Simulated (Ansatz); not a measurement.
Bond-angle distributions (per cent of the angles at each element, bins of 10°) of a relaxed model of amorphous W$_{24}$Si$_{24}$ at 11.75 g/cm³. Computed with PBE, scalar-relativistic without spin-orbit coupling (plane waves to 420 eV, PAW; Ansatz, an electronic-structure program).

Preparation: random packing, a CHGNet melt and quench, and a DFT relaxation. The hot cell started wider than the set density and was brought back towards it in steps. It is the lowest in DFT energy of 2 quenches. It is a model cell: composition and starting density were chosen by hand, and all elements were melted together. No dispersion term was used. Its density started from a set value of 11.46 and ended at 11.75 g/cm³. The quench (nominally 200 K/ps over its main leg) was far faster than any real one, so the model tends to hold more defects than a real film. One small periodic cell is one sample of the glass; other quenches scatter about these values. Volume and shape were free in the relaxation. Stress components on the final sampling reach 0.6 GPa. On a 2×2×2 Γ-centred mesh force components of up to 0.42 eV/Å stay, since the relaxation ran on one k-point at (1/4, 1/4, 1/4).

Neighbours within W-W 3.66 Å, W-Si 3.18 Å, Si-Si 2.70 Å count as bonded.

```tsv
angle (°)	at W	at Si
50-60	20	8
60-70	9	21
70-80	4	12
80-90	7	5
90-100	10	6
100-110	11	8
110-120	10	11
120-130	7	11
130-140	5	8
140-150	6	4
150-160	4	3
160-170	2	2
170-180	1	1
```

They go with these counts of neighbours within the cut-offs, cation contacts included: W mean 12.9, most often 13; Si mean 8.0, most often 8.
